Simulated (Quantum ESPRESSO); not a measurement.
Worked example: self-consistent single point of Sc (P-1, 2 atoms in the cell) in Quantum ESPRESSO.

Level of theory: LDA (PZ), GBRV 1.5 ultrasoft (LDA) pseudopotentials (plane waves; Quantum ESPRESSO).

```
CELL_PARAMETERS angstrom
      3.29122     0.00000     0.00000
     -1.64561     2.85028     0.00000
      0.00000     0.00000     5.33257
ATOMIC_POSITIONS crystal
  Sc 0.33891 0.65780 0.24047
  Sc 0.66109 0.34220 0.75953
```
Moments meant for the start (each program seeds them in its own way; μB, in the order of the atoms Sc Sc): 1.0 1.0.

Reference input (self-consistent single point, DFT, LDA (PZ), plane waves, GBRV 1.5 ultrasoft (LDA) pseudopotentials): ecutwfc = 50 Ry; ecutrho = 400 Ry; occupations = smearing; smearing = fermi-dirac; degauss = 0.0073499 Ry; nspin = 2; potentials = {Sc: sc_lda_v1.uspp.F.UPF}; K_POINTS = automatic 6 6 4 0 0 0; conv_thr = 1e-10 Ry; mixing_beta = 0.3. This run's input differs from it in these lines:

```diff
@@ -15,3 +15,3 @@
  occupations = 'smearing'
- smearing = 'fermi-dirac'
+ smearing = 'marzari-vanderbilt'
  degauss = 0.0073499
```

Output (repeated stretches shortened):

```
     Self-consistent Calculation

     iteration #  1     ecut=    50.00 Ry     beta= 0.30

     Threshold (ethr) on eigenvalues was too large:
     Diagonalizing with lowered threshold

     total energy              =    -188.59405210 Ry
     estimated scf accuracy    <       0.03896507 Ry

     total magnetization       =     1.02 Bohr mag/cell
     absolute magnetization    =     1.02 Bohr mag/cell

     iteration #  2     ecut=    50.00 Ry     beta= 0.30

     total energy              =    -188.60049109 Ry
     estimated scf accuracy    <       0.01251912 Ry

     total magnetization       =     0.92 Bohr mag/cell
   [... lines left out ...]
     absolute magnetization    =     0.79 Bohr mag/cell

   [... 12 blocks of this kind left out ...]

     iteration # 16     ecut=    50.00 Ry     beta= 0.30

     total energy              =    -188.60790037 Ry
     estimated scf accuracy    <          1.4E-10 Ry

     total magnetization       =     0.00 Bohr mag/cell
     absolute magnetization    =     0.00 Bohr mag/cell

     iteration # 17     ecut=    50.00 Ry     beta= 0.30

     Magnetic moment per site  (integrated on atomic sphere of radius R)
     atom   1 (R=0.394)  charge=  9.5731  magn=  0.0000
     atom   2 (R=0.394)  charge=  9.5731  magn=  0.0000
     End of self-consistent calculation

     Number of k-points >= 100: set verbosity='high' to print the bands.

     the Fermi energy is     8.8124 ev

!    total energy              =    -188.60790037 Ry
     estimated scf accuracy    <          3.3E-11 Ry
     smearing contrib. (-TS)   =      -0.00015611 Ry
     internal energy E=F+TS    =    -188.60774426 Ry

     total magnetization       =     0.00 Bohr mag/cell
     absolute magnetization    =     0.00 Bohr mag/cell

     convergence has been achieved in  17 iterations

     Forces acting on atoms (cartesian axes, Ry/au):

     atom    1 type  1   force =    -0.00314365    0.00235042    0.01062293
     atom    2 type  1   force =     0.00314365   -0.00235042   -0.01062293

     Total force =     0.016016     Total SCF correction =     0.000039

          total   stress  (Ry/bohr**3)                   (kbar)     P=      -52.95
  -0.00028038  -0.00001216  -0.00000722          -41.25       -1.79       -1.06
  -0.00001216  -0.00030012   0.00000610           -1.79      -44.15        0.90
  -0.00000722   0.00000610  -0.00049926           -1.06        0.90      -73.44

   JOB DONE.
```

The run converged in 17 iterations. Against the reference run the free energy rises by 31.1 meV/atom, the pressure goes from -5.09 to -5.29 GPa and the largest force goes from 0.282 to 0.291 eV/Å.

The starting cell comes from a database of computed structures (which also holds hypothetical and non-ambient phases and stackings), without a prior relaxation at this level. Its atoms were displaced at random from the sites of space group no. 194. The starting moments vanished: the run ended non-magnetic. With a pressure of about -5 GPa the cell is away from its equilibrium volume at this level.

Cost on one core of a shared machine: roughly 2 min.
